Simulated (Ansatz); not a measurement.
For WGe₂ (model structure, started from the fluorite type, Fm-3m, No. 225, 3 atoms in the cell), PBEsol (plane waves, PAW; Ansatz, a quantum-chemistry and plane-wave program) gives:

```
Property                       Value
---------------------  -------------
lattice constant a           6.051 Å
enthalpy of formation  0.677 eV/atom
```

**Question.** What does PBE-D3(BJ) (plane waves, PAW; Ansatz) give for the same quantities?

**Answer.** 
- lattice constant a: 6.067 Å (goes up by 0.3 %)
- formation enthalpy: 0.699 eV/atom (grows by 0.022 eV/atom)

Changes are worked out from the printed values.

Unless a cell is named, each level is at its own relaxed cell (PBEsol 18.46, PBE-D3(BJ) 18.61 Å³/atom).

Levels without +SOC leave out spin–orbit coupling, which shifts energies and cells of such heavy elements.

Ansatz's density-functional and Hartree–Fock values are scalar-relativistic unless marked +SOC, with PAW data made under PBE.

A model structure was made by putting elements into a prototype or built by hand; it is no filed structure, need not be a known phase, and can be a saddle point held by its symmetry.
